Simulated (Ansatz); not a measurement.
Start from MoSi2 (space group I4/mmm, No. 139; a = 3.174 Å, c = 7.779 Å; relaxed with 0.1 eV smearing). Axes: x, y, z lie along a, b, c of the conventional cell.

Method: Ansatz (a quantum-chemistry and plane-wave program) LDA, no SOC.

Strains are applied to the cell and any free atomic positions relax.

One change was made to it. Results:

The shortest interatomic distance decreases by 0.057 Å to 2.507 Å; the pressure (mean of the normal stresses, compression positive) goes from zero to 6.8 GPa; the energy grows by 15 meV/atom.

### Question
Which of these changes matches the shifts?
A) uniaxial strain ε_zz = −1.50 %
B) uniaxial strain ε_zz = −2.50 %
C) uniaxial strain ε_zz = +3.00 %
D) uniaxial strain ε_zz = +2.50 %

### Answer
B, uniaxial strain ε_zz = −2.50 %. For comparison, the energy relative to the base in the other runs: uniaxial strain ε_zz = +3.00 % gives +18 meV/atom; uniaxial strain ε_zz = +2.50 % gives +13 meV/atom; uniaxial strain ε_zz = −1.50 % gives +5.1 meV/atom.

No phonon test of stability was made. All final runs are without spin polarisation.
